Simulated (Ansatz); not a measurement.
## MoS2: pressure series

Base system: MoS₂ in the 2H-MoS2 type structure (space group P6_3/mmc, No. 194; layered, stacked along the Cartesian z axis).

MoS₂ is taken in the hexagonal space group P6₃/mmc (No. 194), Pearson symbol hP6. Lattice parameters: a = b = 3.1494 Å, c = 12.0915 Å, α = β = 90.00°, γ = 120.00°. Mo on 2c sees 6 S at 2.400 Å (trigonal prismatic). S on 4f has 3 Mo at 2.400 Å (trigonal pyramidal). (Neighbours: up to the widest gap in distance over summed covalent radii, below 1.35, at either atom; cation-cation and far metal-metal contacts left out.)

Cell and atoms are relaxed at each pressure.

All numbers come from plane-wave PAW DFT at the PBE-D3(BJ) level (Ansatz, a first-principles code, 420 eV), no spin-orbit coupling, earlier PAW set.

Computed cases, in order: pressure −2 GPa; pressure −1 GPa; 0 GPa (base); pressure 1.8 GPa; pressure 4.2 GPa; pressure 9 GPa; pressure 18 GPa; pressure 30 GPa; pressure 45 GPa; pressure 60 GPa.

### Question
Between which two neighbouring cases does the band gap open or close?

### Answer
Between pressure 9 GPa (0.30 eV) and pressure 18 GPa (zero). The whole series: pressure −2 GPa: 1.04 eV; pressure −1 GPa: 0.87 eV; 0 GPa (base): 0.78 eV; pressure 1.8 GPa: 0.64 eV; pressure 4.2 GPa: 0.51 eV; pressure 9 GPa: 0.30 eV; pressure 18 GPa: zero; pressure 30 GPa: zero; pressure 45 GPa: zero; pressure 60 GPa: zero.

A case with no gap was solved on a k-mesh chosen for an insulator, which is coarse for it. Load acts through the strain it causes; cell and atoms are relaxed under it. Stability against distortions was not tested. Competing high-pressure phases were not computed. All final runs are without spin polarisation. The zero or small gap of MoS2 under pressure 18 GPa, MoS2 under pressure 30 GPa and MoS2 under pressure 45 GPa can change with the level of theory.
